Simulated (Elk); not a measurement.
# Input and output of a self-consistent single point for TaN (F-43m, 2 atoms in the cell) (Elk)

Computed with PBEsol, all-electron FP-LAPW, Elk's shipped species files, APW+lo basis with extra local orbitals in Elk 10.2.4.

This input was run:

```
tasks
  0

xctype
  22

rgkmax
  8.0

gmaxvr
  16.0

nxlo
  2

lorbcnd
  .true.

lmaxi
  3

swidth
  0.00183747

maxscl
  100

avec
    0.0000000000    4.4996457726    4.4996457726
    4.4996457726    0.0000000000    4.4996457726
    4.4996457726    4.4996457726    0.0000000000

sppath
  './'

atoms
  2
  'Ta.in'
  1
  0.0000000000  0.0000000000  0.0000000000    0.0 0.0 0.0
  'N.in'
  1
  0.7500000000  0.7500000000  0.7500000000    0.0 0.0 0.0

ngridk
  14 14 14
```

Output (repeated stretches shortened):

```
│ Elk code version 10.2.4 │

All units are atomic (Hartree, Bohr, etc.)

│ Ground-state run starting from atomic densities │

Lattice vectors :
   0.000000000       4.499645773       4.499645773
   4.499645773       0.000000000       4.499645773
   4.499645773       4.499645773       0.000000000

Unit cell volume      :    182.2069648
Brillouin zone volume :    1.361365158

Muffin-tin inner radius fraction :   0.1000000000E-01

Nuclei treated as point charges

Species :    1 (Ta)
 parameters loaded from : Ta.in
 name : tantalum
 nuclear charge    :   -73.00000000
 electronic charge :    73.00000000
 atomic mass :    329847.8433
 muffin-tin radius :    2.341535029
 number of radial points in muffin-tin :    697
 atomic positions (lattice), magnetic fields (Cartesian) :
   1 :   0.00000000  0.00000000  0.00000000    0.00000000  0.00000000  0.00000000

Species :    2 (N)
 parameters loaded from : N.in
 name : nitrogen
 nuclear charge    :   -7.000000000
 electronic charge :    7.000000000
 atomic mass :    25532.65214
 muffin-tin radius :    1.505272518
 number of radial points in muffin-tin :    297
 atomic positions (lattice), magnetic fields (Cartesian) :
   1 :   0.75000000  0.75000000  0.75000000    0.00000000  0.00000000  0.00000000

Total number of atoms per unit cell :    2

Spin treatment :
 spin-unpolarised

Number of Bravais lattice symmetries :   48
Number of crystal symmetries         :   24
Crystal has no inversion symmetry
Complex Hermitian eigensolver will be used

k-point grid :     14    14    14
k-point offset :    0.000000000       0.000000000       0.000000000
k-point set is reduced with full crystal symmetry group
Total number of k-points :      172

Muffin-tin radius times maximum |G+k| :    8.000000000
 using average radius
Maximum |G+k| for APW functions       :    4.159293077
Maximum (1/2)|G+k|²                   :    8.649859451
Maximum |G| for potential and density :    16.00000000
 potential will be trimmed for |G| > 2 gkmax
Constant for pseudocharge density :    9
Radial integration step length :    4

G-vector grid sizes :     35    35    35
Number of G-vectors :    12627

Maximum angular momentum used for
 APW functions                      :    8
 outer part of muffin-tin           :    6
 inner part of muffin-tin           :    3

Total nuclear charge    :   -80.00000000
Total core charge       :    48.00000000
Total valence charge    :    32.00000000
Total excess charge     :    0.000000000
Total electronic charge :    80.00000000

Effective Wigner radius, rₛ :   0.8161978738

Number of empty states         :    8
Total number of valence states :   24
Total number of core states    :   48

Conduction state local-orbitals added automatically
Total number of local-orbitals :  162

Exchange-correlation functional :     22     0     0
 PBEsol, Phys. Rev. Lett. 100, 136406 (2008)
 gradient requirement :    1
 generalised gradient approximation (GGA)

Smearing type :    3
 Fermi-Dirac
Smearing width :   0.1837470000E-02
Effective electronic temperature (K) :    580.2271348

Mixing type :    3
 Broyden mixing, J. Phys. A: Math. Gen. 17, L317 (1984)

Kohn-Sham potential initialised from atomic data

│ Self-consistent loop started │
│ Loop number : 1 │
 total energy                :     -15669.0653109
│ Loop number : 2 │
 total energy                :     -15669.6192387
RMS change in Kohn-Sham potential (target) :    1.372765649     (  0.1000000000E-05)
Absolute change in total energy (target)   :   0.5539277768     (  0.1000000000E-03)
│ Loop number : 3 │
 total energy                :     -15669.3889141
RMS change in Kohn-Sham potential (target) :    1.362654601     (  0.1000000000E-05)
Absolute change in total energy (target)   :   0.9184261208E-01 (  0.1000000000E-03)
│ Loop number : 4 │
 total energy                :     -15672.2789867
RMS change in Kohn-Sham potential (target) :   0.7877386948     (  0.1000000000E-05)
Absolute change in total energy (target)   :    2.867111951     (  0.1000000000E-03)
│ Loop number : 5 │
 total energy                :     -15674.4396696
RMS change in Kohn-Sham potential (target) :   0.3022066291     (  0.1000000000E-05)
Absolute change in total energy (target)   :    2.877460886     (  0.1000000000E-03)
│ Loop number : 6 │
 total energy                :     -15675.2971755
RMS change in Kohn-Sham potential (target) :   0.8873724608E-01 (  0.1000000000E-05)
Absolute change in total energy (target)   :    1.576871125     (  0.1000000000E-03)
│ Loop number : 7 │
 total energy                :     -15675.9165762
RMS change in Kohn-Sham potential (target) :   0.2422522060E-01 (  0.1000000000E-05)
Absolute change in total energy (target)   :    1.013618484     (  0.1000000000E-03)
│ Loop number : 8 │
 total energy                :     -15676.0415061
RMS change in Kohn-Sham potential (target) :   0.5805860385E-02 (  0.1000000000E-05)
Absolute change in total energy (target)   :   0.3783345236     (  0.1000000000E-03)
│ Loop number : 9 │
 total energy                :     -15676.2281997
RMS change in Kohn-Sham potential (target) :   0.3620133996E-02 (  0.1000000000E-05)
Absolute change in total energy (target)   :   0.2812772360     (  0.1000000000E-03)
│ Loop number : 10 │
 total energy                :     -15676.1679805
RMS change in Kohn-Sham potential (target) :   0.7600860337E-03 (  0.1000000000E-05)
Absolute change in total energy (target)   :   0.1010008426E-01 (  0.1000000000E-03)
│ Loop number : 11 │
 total energy                :     -15676.1743534
RMS change in Kohn-Sham potential (target) :   0.7611424214E-03 (  0.1000000000E-05)
Absolute change in total energy (target)   :   0.8897915503E-02 (  0.1000000000E-03)
│ Loop number : 12 │
 total energy                :     -15676.1681998
RMS change in Kohn-Sham potential (target) :   0.6101467488E-04 (  0.1000000000E-05)
Absolute change in total energy (target)   :   0.3929102539E-02 (  0.1000000000E-03)
│ Loop number : 13 │
 total energy                :     -15676.1685087
RMS change in Kohn-Sham potential (target) :   0.5856385020E-05 (  0.1000000000E-05)
Absolute change in total energy (target)   :   0.6734027847E-03 (  0.1000000000E-03)
│ Loop number : 14 │
 total energy                :     -15676.1684122
RMS change in Kohn-Sham potential (target) :   0.3112074103E-05 (  0.1000000000E-05)
Absolute change in total energy (target)   :   0.2648737700E-03 (  0.1000000000E-03)
│ Loop number : 15 │
 total energy                :     -15676.1683428
RMS change in Kohn-Sham potential (target) :   0.6813893877E-06 (  0.1000000000E-05)
Absolute change in total energy (target)   :   0.1356344601E-03 (  0.1000000000E-03)
│ Loop number : 16 │
 total energy                :     -15676.1683425
RMS change in Kohn-Sham potential (target) :   0.2651029833E-06 (  0.1000000000E-05)
Absolute change in total energy (target)   :   0.3418815140E-04 (  0.1000000000E-03)
Convergence targets achieved

│ Loop number : 17 │

Energies :
 Fermi                       :     0.467136856098
 sum of eigenvalues          :     -9580.67261682
 electron kinetic            :      17589.3318635
 core electron kinetic       :      16989.6800504
 Coulomb                     :     -32945.8393436
 Coulomb potential           :     -26749.2139180
 nuclear-nuclear             :     -1207.78177608
 electron-nuclear            :     -36726.9012171
 Hartree                     :      4988.84364953
 Madelung                    :     -19571.2323846
 xc potential                :     -420.790562318
 exchange                    :     -314.456073306
 correlation                 :     -5.20441286309
 electron entropic           :    -0.376386321606E-03
 total energy                :     -15676.1683427

Density of states at Fermi energy :    32.94924026
 (states/Hartree/unit cell)

Estimated indirect band gap :   0.2469858625E-02
 from k-point    124 to k-point     35
Estimated direct band gap   :   0.1371132884E-01
 at k-point     13

Charges :
 core                        :    48.00000000
 valence                     :    32.00000000
 interstitial                :    3.918259490
 muffin-tins (core leakage)
  species :    1 (Ta)
   atom    1                 :    70.38915597     (  0.6540793038E-05)
  species :    2 (N)
   atom    1                 :    5.692584539     (  0.4240561861E-05)
 total in muffin-tins        :    76.08174051
 total calculated charge     :    79.99379536
 total charge                :    80.00000000
 error                       :   0.6204643612E-02

│ Self-consistent loop stopped │
```

The run converged in 17 iterations. The count includes the last loop, which Elk runs after its targets are met.

The starting cell comes from a database of computed structures (which also holds hypothetical and non-ambient phases and stackings), without a prior relaxation at this level. Spin-orbit coupling is off. Spin polarisation is off. Values depend on the basis (sphere radii, cutoffs, local orbitals), which need not be converged. The log's line on a gap gives a spacing of levels on this mesh, which the program prints for metals too.

Cost on one core of a shared machine: roughly 4 min.
